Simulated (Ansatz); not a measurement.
Li (Im-3m), Ansatz (an electronic-structure program) with PBEsol, DFPT electron-phonon coupling, linearised Boltzmann equation: Condition of this run: hydrostatic pressure 2 GPa (the target of the relaxation). phonon-limited resistivity 13.1 μΩ·cm at 300 K, Drude plasma energy 6.99 eV.

What Drude relaxation time do resistivity and plasma energy imply?

ω_p = 1.06e16 s⁻¹, so τ = 1/(ε₀ ω_p² ρ) = 7.64 fs, a damping ħ/τ of 86.1 meV.

What is the classical skin depth at 1 GHz (nonmagnetic, μ₀ = 1.257×10⁻⁶ H/m)?

δ = √(ρ/(π f μ₀)) = 5760 nm.

A metal at this level (no band gap). Only scattering by harmonic phonons is included (no impurities, grain boundaries, electron-electron scattering or thermal expansion). Spin-orbit coupling is left out. The squared frequency of the phonon mode least converged on the k mesh is uncertain by about 24 %. Halving the electron mesh (36x36x36) moves the resistivity by up to 2 % at 300 K. Smearing 0.20 eV; phonons on a 6x6x6 q mesh, which this run doesn't test.
